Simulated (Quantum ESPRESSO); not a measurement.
Input and output of a self-consistent single point for RbMg6Zr (P1, 8 atoms in the cell) (Quantum ESPRESSO).

Method of the run: PBEsol, PseudoDojo standard norm-conserving (PBESOL) pseudopotentials (plane waves; Quantum ESPRESSO 7.5).

The change in words: atoms moved at random. Reference geometry:
```
CELL_PARAMETERS angstrom
      5.25008     0.00000     0.00000
      0.00000     3.42191     5.82810
      0.00000    -3.42191     5.82810
ATOMIC_POSITIONS crystal
  Rb 0.50000 0.58578 0.58578
  Mg 0.00000 0.93877 0.40149
  Mg 0.00000 0.40149 0.93877
  Mg 0.00000 0.40094 0.40094
  Mg 0.50000 0.60530 0.07648
  Mg 0.50000 0.07648 0.60530
  Mg 0.50000 0.07528 0.07528
  Zr 0.00000 0.91594 0.91594
```

Reference input (self-consistent single point, DFT, PBEsol, plane waves, PseudoDojo standard norm-conserving (PBESOL) pseudopotentials): ecutwfc = 85 Ry; occupations = smearing; smearing = fermi-dirac; degauss = 0.0073499 Ry; potentials = {Rb: Rb.upf, Mg: Mg.upf, Zr: Zr.upf}; K_POINTS = automatic 4 3 3 0 0 0; conv_thr = 1e-10 Ry. This run's input differs from it in these lines:

```diff
@@ -28,10 +28,10 @@
 ATOMIC_POSITIONS alat
-Rb    0.5000000000    0.0000000000    1.3005456747
-Mg    0.0000000000    0.3501896742    1.4878191010
-Mg    0.0000000000   -0.3501896742    1.4878191010
-Mg    0.0000000000    0.0000000000    0.8901648790
-Mg    0.5000000000    0.3446755947    0.7568421849
-Mg    0.5000000000   -0.3446755947    0.7568421849
-Mg    0.5000000000    0.0000000000    0.1671362600
-Zr    0.0000000000    0.0000000000    2.0335651701
+Rb    0.5039270000   -0.0004601584    1.3031810459
+Mg    0.0056340000    0.3428310504    1.4904100683
+Mg   -0.0075930000   -0.3359039065    1.4936226901
+Mg    0.0042160000   -0.0045631289    0.8917933918
+Mg    0.4972210000    0.3379270392    0.7578412725
+Mg    0.5053060000   -0.3347926174    0.7535995905
+Mg    0.4969520000   -0.0047078246    0.1638270598
+Zr   -0.0056640000   -0.0003298019    2.0264583267
 K_POINTS automatic
```

Output, abridged:

```
     Self-consistent Calculation

     iteration #  1     ecut=    85.00 Ry     beta= 0.70

     Threshold (ethr) on eigenvalues was too large:
     Diagonalizing with lowered threshold

     total energy              =    -866.50295168 Ry
     estimated scf accuracy    <       0.48554538 Ry

     iteration #  2     ecut=    85.00 Ry     beta= 0.70

     total energy              =    -866.50468719 Ry
     estimated scf accuracy    <       3.47587500 Ry

     iteration #  3     ecut=    85.00 Ry     beta= 0.70

     total energy              =    -866.80193415 Ry
     estimated scf accuracy    <       0.07342556 Ry

   [... 8 blocks of this kind left out ...]

     iteration # 12     ecut=    85.00 Ry     beta= 0.70

     total energy              =    -866.81242175 Ry
     estimated scf accuracy    <          3.0E-10 Ry

     iteration # 13     ecut=    85.00 Ry     beta= 0.70
     End of self-consistent calculation

     the Fermi energy is     6.1188 ev

!    total energy              =    -866.81242175 Ry
     estimated scf accuracy    <          4.3E-11 Ry
     smearing contrib. (-TS)   =      -0.01497627 Ry
     internal energy E=F+TS    =    -866.79744548 Ry

     convergence has been achieved in  13 iterations

     Forces acting on atoms (cartesian axes, Ry/au):

     atom    1 type  1   force =    -0.00221027   -0.00117924   -0.00132821
     atom    2 type  2   force =    -0.00289804    0.00448327   -0.00146820
     atom    3 type  2   force =     0.00425117   -0.00746595   -0.00114587
     atom    4 type  2   force =    -0.00194171    0.00195911    0.00196892
     atom    5 type  2   force =    -0.00019033    0.00426244   -0.00183672
   [... lines left out ...]

     Total force =     0.015941     Total SCF correction =     0.000015

          total   stress  (Ry/bohr**3)                   (kbar)     P=      -11.88
  -0.00005175  -0.00000792   0.00000382           -7.61       -1.17        0.56
  -0.00000792  -0.00010929   0.00000320           -1.17      -16.08        0.47
   0.00000382   0.00000320  -0.00008117            0.56        0.47      -11.94

   JOB DONE.
```

The run converged in 13 iterations. Against the reference run the free energy goes up by 3.5 meV/atom, the pressure moves little (-1.13 to -1.19 GPa) and the largest force goes from 0.084 to 0.223 eV/Å.

The starting cell comes from a database of computed structures (which also holds hypothetical and non-ambient phases and stackings), without a prior relaxation at this level. For this run, on top of that: atoms moved at random.

Cost on one core of a shared machine: roughly 7 min.
